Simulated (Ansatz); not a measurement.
## ScAg under a change: 2 layers

Base system: ScAg in the CsCl type structure (space group Pm-3m, No. 221; a = 3.383 Å). Axes: x, y, z lie along the cube axes.

It is then changed as follows: a free-standing slab of 2 layers (4 atoms, 2 a layer) is cut normal to [110], with 15 Å of vacuum and the in-plane cell held at bulk.

Level of theory: PBEsol, PAW, 420 eV (Ansatz, a quantum-chemistry and plane-wave program; scalar-relativistic without spin-orbit coupling). k-mesh 14×10×1 (Γ-centred); smearing 0.05 eV (Fermi–Dirac), for the changed cell.

```tsv
quantity	base	changed	shift
layer's space group (with vacuum)	–	Pmma (No. 51)	–
shortest interatomic distance	2.929 Å	2.766 Å	-0.163 Å
band gap	zero	zero	–
excess energy per area of both faces (slab less bulk energy over the cell's area: twice a surface energy) (uncertain by up to 0.04 J/m²)	–	2.54 J/m²	–
```

Slab and bulk use different k-meshes, which limits the precision of the excess energy. Stability against distortions was not tested. The final runs are not spin-polarised.
